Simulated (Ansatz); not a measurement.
Start from BP in the zinc blende structure (space group F-43m, No. 216; a = 4.537 Å).

The values are results of r2SCAN, PAW, 500 eV (Ansatz, an electronic-structure program; no spin-orbit coupling), not measurements.

Before the change:

```
Item                                     Result
---------------  ------------------------------
Band gap                                1.41 eV
Volume per atom                        11.67 Å³
Hole mass            0.24, 0.24, 0.32 mₑ (at Γ)
Gap character    indirect, Γ → Γ–X (83 % along)
```

It is then changed as follows: N takes the place of P on all its sites; the structure is relaxed again.

Tabulated Pauling electronegativity and covalent radius: P 2.19, 1.07 Å; N 3.04, 0.71 Å.

Task: Predict the new band gap.

Result: The band gap grows by 3.59 eV, from 1.41 eV to 5.00 eV.

Task: What happens to the volume per atom?

Result: The volume per atom shrinks by 5.79 Å³, from 11.67 Å³ to 5.88 Å³.

Task: How does this affect the hole mass?

Result: The hole mass (degenerate bands, along [100]) becomes 0.48, 0.51, 0.51 mₑ (at Γ) (base: 0.24, 0.24, 0.32 mₑ (at Γ)).

Task: What does the calculation give for the gap character after the change?

Result: The gap character becomes indirect, Γ → X (base: indirect, Γ → Γ–X (83 % along)).

Effective masses come from finite differences of ±0.01 Å⁻¹. No phonon test of stability was made.
